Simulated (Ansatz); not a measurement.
Reference: GaAs (F-43m), HSE06, rigid bands (plane waves, PAW, scalar-relativistic; Ansatz, a program for electronic structure); geometry: cell and atoms relaxed with PBEsol.

```
CELL_PARAMETERS angstrom
      0.00000     2.82935     2.82935
      2.82935     0.00000     2.82935
      2.82935     2.82935     0.00000
ATOMIC_POSITIONS crystal
  Ga 0.00000 0.00000 0.00000
  As 0.25000 0.25000 0.25000
```

- band gap = 1.40 eV
- electron conductivity mass = 0.070 mₑ
- Seebeck coefficient, n-type 1e19 cm⁻³ = -50 μV/K

Question: Swap Ga for Al, keeping the structure type. How do these values move?

Answer: AlAs (F-43m): volume per atom 22.6 to 22.8 Å³; band gap rises (1.40 eV to 2.09 eV); electron conductivity mass rises (0.070 mₑ to 0.32 mₑ); Seebeck coefficient, n-type 1e19 cm⁻³ rises in size (-50 μV/K to -260 μV/K).

Question: Replace Ga by In on the same sites and relax. What happens?

Answer: InAs (F-43m): volume per atom 22.6 to 28.2 Å³; band gap falls (1.40 eV to 0.42 eV); electron conductivity mass falls (0.070 mₑ to 0.031 mₑ); Seebeck coefficient, n-type 1e19 cm⁻³ falls in size (-50 μV/K to -31 μV/K).

Question: Swap As for P, keeping the structure type. How do these values move?

Answer: GaP (F-43m): volume per atom 22.6 to 20.1 Å³; band gap rises (1.40 eV to 2.25 eV); electron conductivity mass rises (0.070 mₑ to 0.34 mₑ); Seebeck coefficient, n-type 1e19 cm⁻³ rises in size (-50 μV/K to -329 μV/K).

Moves up to 5 % count as about the same. Masses are for dilute carriers at 300 K, harmonic means over directions unless an axis is named. Seebeck coefficients are for the stated density at 300 K, with one relaxation time for all states and whether or not that doping can be reached. Spin-orbit coupling is left out.
